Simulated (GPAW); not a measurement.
**Pressure against volume in zinc-blende BP (space group 216) (GPAW, LDA)**

```
CELL_PARAMETERS angstrom
      0.00000     2.18171     2.18171
      2.18171     0.00000     2.18171
      2.18171     2.18171     0.00000
ATOMIC_POSITIONS crystal
  B  0.00000 0.00000 0.00000
  P  0.75000 0.75000 0.75000
```

Method: LDA (Perdew-Wang 92), GPAW PAW datasets LDA (gpaw-data 1.0.1) (plane waves; GPAW). Settings: mode = pw; ecut = 1040 eV; xc = LDA; kpts = 13 13 13; mesh shift (steps) = 0 0 0; occupations.name = fermi-dirac; occupations.width = 0.01 eV; nbands = -6; convergence.forces = 0.001 eV/Å; convergence.bands = -4; symmetry.symmorphic = false; symmetry.tolerance = 0.0005; maxiter = 150. The cell above is the first row's. The rows scale it uniformly. In all rows fractional positions and the k mesh are held.

| V (Å^3/atom) | P (GPa) |
|---|---|
| 10.3847 | ? |
| 10.6104 | 13.28 |
| 10.8362 | 8.72 |
| 11.0619 | 4.58 |
| 11.2877 | 0.82 |
| 11.5134 | -2.60 |
| 11.7392 | -5.71 |
| 11.9650 | -8.54 |
| 12.1907 | -11.11 |

The 8 complete rows are fitted with a cubic, P against V. With u = V - 11.4, the rows have u = -0.7896, -0.5638, -0.3381, -0.1123, 0.1134, 0.3392, 0.5650, 0.7907. Least squares gives P = -0.926 - 15.1442·u + 3.2314·u² - 0.4696·u³. Residuals (row less fit): 0.002, -0.004, -0.002, 0.004, 0.002, -0.001, -0.004, 0.002; standard error 0.004 (degrees of freedom: 4). The fitted pressure is zero at V0 = 11.34, where dP/dV = -15.54, so B0 = -V0·dP/dV = 176 GPa.

Question: What does the fit predict for P at V = 10.3847, and how far is the calculated value from it?

Answer: u = -1.0153, so P = -0.926 - 15.1442 × (-1.0153) + 3.2314 × (-1.0153)² - 0.4696 × (-1.0153)³ = 18.272 GPa. The calculation gives 18.29 GPa, 0.018 GPa above the prediction (0.1 % of the range of P in the table). The row lies outside the fitted rows, so this is an extrapolation. From the scatter of the fitted rows alone, a prediction at this place has a standard error of 0.011 GPa, so the miss is 1.6 times that.

Carrying the step between the two nearest rows on in a straight line would have given 17.84, off by 0.45; series whose last step already gives the withheld value aren't shown. The scan was laid around a cell of about the measured size, scaled by a guess for this functional. The runs keep the symmetry of the cell, so they don't test it for distortions. Cutoffs and mesh are single choices, not tested for convergence of this quantity. Series with a scatter that would blur these digits, or in which a gap closes, are not shown.
